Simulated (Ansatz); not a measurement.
The starting structures come from a database of crystals and need not be the phases stable at ambient conditions.

By PBEsol, the system below comes out a metal.

Without scattering a metal conducts by its projected Fermi surface.

Given:

```
CELL_PARAMETERS angstrom
      3.49441     0.00000     0.00000
      1.73761     6.12175     0.00000
      0.00000     0.00000     7.58469
ATOMIC_POSITIONS crystal
  Ge 0.50000 0.00000 0.00000
  Ge 0.50000 0.00000 0.50000
  Ge 0.24348 0.51284 0.25000
  Ge 0.75652 0.48716 0.75000
  Pt 0.03448 0.93077 0.25000
  Pt 0.96552 0.06923 0.75000
  Pt 0.83956 0.32010 0.05882
  Pt 0.16044 0.67990 0.94118
  Pt 0.16044 0.67990 0.55882
  Pt 0.83956 0.32010 0.44118
```

Space group of this cell: P2_1/m. The cell is taken as given; by PBEsol its mean pressure is -2.7 GPa.

The current flows along the normal of the first two printed cell vectors. No spin-orbit coupling; the value is a mean over 0.1 eV about the Fermi level.

### Question
Estimate the ballistic conductance per area that PBEsol (Ansatz, a program for electronic structure) returns for this system.

### Answer
0.51 × 10¹⁵ S/m² for both spins.
